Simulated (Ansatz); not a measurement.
A constructed model of the (111) surface of fcc Rh, a layer of Mo in place of the second plane (bottom of the slab: a bare face, its two planes held)

Method: PBE (plane waves to 420 eV, PAW; Ansatz, an electronic-structure program).

Slab: 6 atoms, 11.2 Å thick at the start with caps and adatoms (thin: gaps and levels are the slab's own); k 16x16x1, smearing 0.1 eV, dipole-corrected; 2 atoms held, the rest relaxed; start symmetry kept, larger cells not searched; no spin, no spin-orbit, no U. In PBE it is, or lies within 0.01 eV a 1x1 cell of, the lowest of the 2 structures of its composition computed so far; subsurface sites and larger cells were not tried.

```json
{
 "work_function_of_the_top_face": "4.53 eV",
 "energy_released_by_relaxation": "0.10 eV",
 "cost": "roughly 2.4 core-minutes"
}
```
